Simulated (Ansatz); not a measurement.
The starting structures come from a database of crystals and need not be the phases stable at ambient conditions.

By PBEsol, the system below comes out a metal.

A figure of merit of an interconnect metal is its ballistic conductance per area.

Consider the following.

```yaml
crystal:
  lattice:
    - [5.49438, 0.00000, 0.00000]
    - [-2.74719, 4.75827, 0.00000]
    - [2.74719, 1.58609, 2.24307]
  atoms:
    - { symbol: Nb, position: [0.00000, 0.00000, 0.00000] }
    - { symbol: Ru, position: [0.50000, 0.50000, 0.00000] }
    - { symbol: Ru, position: [0.50000, 0.00000, 0.00000] }
    - { symbol: Ru, position: [0.00000, 0.50000, 0.00000] }
```

Space group of this cell: Pm-3m, Cu3Au type. The cell is taken as given; by PBEsol its mean pressure is -7.3 GPa.

The current flows along the normal of the first two printed cell vectors, the (111) plane of the conventional cell. No spin-orbit coupling; the value is a mean over 0.1 eV about the Fermi level.

Task: Estimate the ballistic conductance per area that Ansatz (a program for electronic structure) with PBEsol returns for this system.

Result: 1.5 × 10¹⁵ S/m² for both spins.
